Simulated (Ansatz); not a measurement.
# fluorite-type CoSi2 (0 0 1) on Si0.5Ge0.5, ordered in pairs of (001) planes (0 0 1), Sb on 1 of 2 substrate sites at each interface (film strained to the substrate, started from cuts of the bulks and a machine-learned relaxation)

A periodic stack without vacuum, fluorite-type CoSi2 (0 0 1) on Si0.5Ge0.5, ordered in pairs of (001) planes (0 0 1), Sb on 1 of 2 substrate sites at each interface (film strained to the substrate, started from cuts of the bulks and a machine-learned relaxation): substrate slab Sb2Ge10Si8, film Co8Si16, surface cells [[-2, 0], [-1, -1]] and [[-2, 0], [-1, -1]], film strained by +4.4 and +4.6 %, outermost planes Ge/Ge and Si/Co as cut, which need not be the usual terminations and can put a slab off its formula.

The start was prepared with a machine-learned potential, and the result is one local minimum, with the in-plane cell held and forces under 0.04 eV/Å; the film can end far from its bulk form.

These are PBE (plane waves to 420 eV, PAW; Ansatz, a first-principles code) values and carry that method's errors. No spin–orbit coupling; the runs are not spin-polarised. Its k-point mesh 4×7×1, Fermi–Dirac width 0.05 eV.

The interface area is 31.4 Å² and the period is 25.73 Å. The gaps between the outermost planes at the two interfaces comes out as 2.33 and 1.48 Å and the Co–Sb contacts across the interfaces within 1.22 times the sum of covalent radii is 2, mean 2.56 Å. The Sb–Si contacts across the interfaces within 1.22 times the sum of covalent radii is 2, mean 2.74 Å, the Ge–Si contacts across the interfaces within 1.22 times the sum of covalent radii is 2, mean 2.57 Å and the Co–Ge contacts across the interfaces within 1.22 times the sum of covalent radii is 2, mean 2.47 Å.

```
CELL_PARAMETERS angstrom
      7.92516    -0.00048    -0.15039
     -0.00005     3.95782    -0.01673
      2.47898     0.21601    25.68595
ATOMIC_POSITIONS crystal
  Sb 0.49171 0.98462 0.02328
  Ge 0.99501 0.97605 0.01880
  Ge 0.47284 0.48314 0.09045
  Ge 0.97804 0.47538 0.07795
  Ge 0.43749 0.97230 0.24391
  Ge 0.93112 0.97531 0.24535
  Ge 0.42384 0.47060 0.30173
  Ge 0.91622 0.47409 0.30214
  Ge 0.37509 0.99674 0.45919
  Ge 0.89077 0.97155 0.46583
  Sb 0.28040 0.49614 0.52350
  Ge 0.93168 0.46874 0.52181
  Si 0.72288 0.47511 0.13778
  Si 0.20056 0.47566 0.13905
  Si 0.19466 0.97426 0.19118
  Si 0.70142 0.97372 0.18941
  Si 0.65671 0.47139 0.35876
  Si 0.15640 0.46863 0.35382
  Si 0.14100 0.96680 0.40467
  Si 0.65076 0.97013 0.41153
  Co 0.80960 0.94443 0.76611
  Co 0.31319 0.94902 0.76572
  Co 0.08632 0.43315 0.66627
  Co 0.58984 0.44439 0.66284
  Co 0.75996 0.96618 0.96109
  Co 0.25643 0.96460 0.96081
  Co 0.03532 0.44862 0.86497
  Co 0.53526 0.43464 0.86586
  Si 0.57515 0.94008 0.71471
  Si 0.07288 0.93147 0.71719
  Si 0.82277 0.44872 0.71650
  Si 0.32654 0.45440 0.71656
  Si 0.85364 0.34420 0.61402
  Si 0.34922 0.31232 0.61800
  Si 0.60509 0.93520 0.61571
  Si 0.09567 0.92631 0.61972
  Si 0.52043 0.93248 0.91329
  Si 0.01958 0.94607 0.91485
  Si 0.77497 0.46329 0.91605
  Si 0.27060 0.46179 0.91589
  Si 0.79709 0.44325 0.81637
  Si 0.29779 0.44653 0.81632
  Si 0.54881 0.93957 0.81495
  Si 0.04929 0.94982 0.81527
```
